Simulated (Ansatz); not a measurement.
An Ansatz (an electronic-structure program) run: La; Kohn–Sham DFT with the r2SCAN functional, run in Ansatz with PAW and 500 eV plane waves, spin-orbit coupling left out.

Input:

Ansatz 0.2 input:
```yaml
crystal:
  lattice:
    - [3.7855824679, 0, 0]
    - [-1.892791234, 3.2784105853, 0]
    - [0, 0, 12.0327451508]
  atoms:
    - { symbol: La, position: [0, 0, 0] }
    - { symbol: La, position: [0, 0, 0.5] }
    - { symbol: La, position: [0.3333333333, 0.6666666667, 0.25] }
    - { symbol: La, position: [0.6666666667, 0.3333333333, 0.75] }
basis: { ecutwfc: 500, ecutrho_ratio: 4, xc_grid: 4, fft_grid_basis: typed }
kpoints: { mp_grid: { grid: [14, 14, 4] } }
hamiltonian:
  xc: r2scan
  dispersion: none
  pseudopotentials: { kind: paw }
scf: { occupations: { method: fermi_dirac, width: 0.05 }, convergence: { dr2_threshold: 0.0000000004 } }
output: { forces: true, stress: true }
```

Output:

```
WARN ansatz: RAYON_NUM_THREADS=1 ignored (pool sized by the plan → 1); use --threads N
Pseudopotentials: kind: paw
Pseudopotential: La, paw, valence charge 11
Functional definition: r2SCAN
Crystal: 4 atoms, lattice volume = 149.335 Å³
Basis set: ecut = 500 eV, 3739 PW (Γ), exchange–correlation on 120×120×360 points (64 copies of the dense FFT grid, shifted against one another)
Bands: 27, of which v1, the nominal top of the filled ones, is band 22 counted from 1 (21 counted from 0)
Symmetry: 24 space group operations
Space group: P63/mmc (ITA 194), of the structure as read, at distance tolerance 5.3e-5 Å
k-points: 72 of 784
PAW frozen core: La, regenerated for the run's functional
Initial density: superposition of atomic densities (neutral atoms: chi_scale 0, normalization atom), corrected by the library's trained network
Initial wavefunctions: pseudopotential atomic-orbital guess
Eigensolver: davidson
Functional: x = r2scan, c = r2scan; τ floored in thin density (d = 2e-4 eV/Å³)
SCF iter   1: F=—  HF=-25058.506772 eV  |F-HF|=—  |Δ(HF+E_count)|=         —  Δρ=8.59e-3  dr2=1.15e-1  dr2_τ=9.99e-3  ethr=1.77e-3  ⟨swp⟩=8.3  Hψ=11188  notcnv=0
all-band conjugate gradients solve this SCF's bands
preconditioner: auto → Kerker (q_TF=auto, 2.226 Å⁻¹)
SCF iter   2: F=—  HF=-25058.738407 eV  |F-HF|=—  |Δ(HF+E_count)|=   2.32e-1  Δρ=4.39e-3  dr2=2.79e-2  dr2_τ=1.39e-3  ethr=2.62e-4  ⟨swp⟩=3.5  Hψ=4716  notcnv=0
SCF iter   3: F=—  HF=-25058.734604 eV  |F-HF|=—  |Δ(HF+E_count)|=   3.80e-3  Δρ=7.81e-4  dr2=1.07e-3  dr2_τ=4.00e-5  ethr=6.35e-5  ⟨swp⟩=3.7  Hψ=3956  notcnv=0
SCF iter   4: F=—  HF=-25058.735785 eV  |F-HF|=—  |Δ(HF+E_count)|=   1.18e-3  Δρ=2.99e-4  dr2=1.52e-4  dr2_τ=2.00e-6  ethr=2.44e-6  ⟨swp⟩=2.3  Hψ=3609  notcnv=0
SCF iter   5: F=—  HF=-25058.735899 eV  |F-HF|=—  |Δ(HF+E_count)|=   1.15e-4  Δρ=7.66e-5  dr2=1.12e-5  dr2_τ=9.03e-8  ethr=3.45e-7  ⟨swp⟩=2.7  Hψ=3562  notcnv=0
SCF iter   6: F=—  HF=-25058.735905 eV  |F-HF|=—  |Δ(HF+E_count)|=   6.08e-6  Δρ=1.66e-5  dr2=4.09e-7  dr2_τ=1.23e-8  ethr=2.56e-8  ⟨swp⟩=2.3  Hψ=3446  notcnv=0
SCF iter   7: F=—  HF=-25058.735944 eV  |F-HF|=—  |Δ(HF+E_count)|=   3.84e-5  Δρ=4.40e-6  dr2=3.52e-8  dr2_τ=7.62e-10  ethr=9.30e-10  ⟨swp⟩=2.3  Hψ=3660  notcnv=0
SCF iter   8: F=—  HF=-25058.735944 eV  |F-HF|=—  |Δ(HF+E_count)|=   2.26e-8  Δρ=1.31e-6  dr2=5.46e-9  dr2_τ=1.60e-10  ethr=8.00e-11  ⟨swp⟩=2.0  Hψ=3324  notcnv=0
SCF iter   9: F=-25058.735944 eV  HF=-25058.735944 eV  |F-HF|=7.28e-11  |Δ(HF+E_count)|=   1.78e-9  Δρ=4.25e-7  dr2=3.35e-10  dr2_τ=1.09e-11  ethr=1.00e-12  ⟨swp⟩=3.4  Hψ=9292  notcnv=0
SCF 1 converged in 9 iterations: F = -25058.735944 eV  dr2 = 3.35e-10
SCF converged after 9 iterations
Free energy (F): -25058.735944 eV
Harris-Foulkes:  -25058.735944 eV  (|F-HF|=7.28e-11)
Internal energy: -25058.687872 eV  (E = F + TS)
E sigma→0 (E₀):  -25058.711908 eV
Entropy (-TS):   -0.048072 eV (-12.018 meV/atom)
Fermi energy:    11.073474 eV
--- Per-component energies (eV) ---
  E_band       = -207.714807
  E_kinetic    = 770.650503
  E_local      = -1335.362050  (includes V_loc(G=0)·N_el)
  E_nonlocal   = 371.275921
  E_hartree    = 420.090284
  E_xc         = -527.380515
  E_vxc        = -640.860990  (∫ρ·V_xc dr)
  E_paw        = -21747.179284  (= ΣΔE_a)
  E_vpaw       = -246.946814  (= ΣTr[D̂ρ^β])
  E_aug_tail   = 0.000000  (compensation charges beyond the density's cutoff)
  E_vtau       = 33.347563  (kinetic-family band-sum trace: ∫τ·v_τ [+ j·A + Jᵃ·Aᵃ] dr)
  E_ewald      = -3011.056780
  E_core_change = 0.274050  (= ΣΔE_core)
  E_smearing   = -0.048072  (= −TS)
  E_closure    = 0.000000  (closes the sum)
  Σ components = -25058.735944   (vs F -25058.735944, Δ=0.00e0)
  [band-id]    e_kinetic+e_local+e_nonlocal+2·e_hartree+e_vxc+e_vpaw+e_augmentation_tail+e_vtau = -207.715299   (vs E_band -207.714807, Δ=-4.92e-4)
--- Forces (eV/Å), atoms counted from 1 ---
  atom   1  La    -0.00000000     0.00000000     0.00000000
  atom   2  La     0.00000000     0.00000000     0.00000000
  atom   3  La     0.00000000    -0.00000000     0.00000000
  atom   4  La    -0.00000000     0.00000000     0.00000000
  max |Σ_I F_I| component: 2.31e-17 eV/Å
--- Stress (GPa, compression-positive) ---
       -0.000060      -0.000000       0.000000
       -0.000000      -0.000060       0.000000
        0.000000       0.000000       0.000669
  P = ⅓ Tr σ = 0.0002 GPa (0.002 kbar)
  The stress holds the Pulay correction. Without it, at fixed plane waves, as pw.x and ABINIT print it: P = -0.0273 GPa
  The stress includes an estimate of the error left by incomplete SCF convergence (largest component 0.0003 GPa).
--- Band table ---
  band table: none
```

Stability against distortions was not tested. The cell is La (space group P6_3/mmc, No. 194).
